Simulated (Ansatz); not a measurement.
La$_{2}$O$_{3}$ (P-3m1), PBEsol, rigid bands (Ansatz, a first-principles code): band gap 3.77 eV, N_c = 2.02e20 cm⁻³ and N_v = 6.92e20 cm⁻³ at 300 K, conductivity masses along x (a = (3.91, 0.00, 0.00) Å; b = (-1.95, 3.38, 0.00) Å; c = (0.00, 0.00, 6.04) Å) of 2.35 mₑ (electrons) and 3.23 mₑ (holes). Take k_BT = 0.02585 eV.

Task: Find the intrinsic carrier density and the intrinsic Fermi level.

Result: n_i = √(N_c N_v) exp(−E_g/2k_BT) = 3.74e20 × exp(−72.92) = 8.1e-12 cm⁻³. The level lies (k_BT/2) ln(N_v/N_c) = 16 meV from mid-gap (positive towards the conduction band). Each 0.1 eV added to the gap lowers n_i by a factor of 6.9.

Task: A film of it is 2 nm thick, with its normal along the direction named. Estimate the confinement energies in an infinite well.

Result: ħ²π²/(2m t²) = 0.376 eV·nm²/(m/mₑ × t²) gives 40.0 meV for electrons and 29.1 meV for holes, so the gap would widen to about 3.84 eV. Finite barriers and nonparabolic bands lower this, and with several valleys or bands the heaviest mass along the normal sets the lowest level, not this average.

Task: What thermal injection velocity √(2k_BT/πm) limits a ballistic channel along the direction named?

Result: 3.51e6 cm/s for electrons and 2.99e6 cm/s for holes, a ratio of √(m_h/m_e) = 1.17, for dilute carriers.

Rigid, parabolic bands with the computed gap; masses take one relaxation time for all states. Spin-orbit coupling is left out; where it splits the top of the valence band, N_v and the p-type Seebeck coefficient come out somewhat high without it.
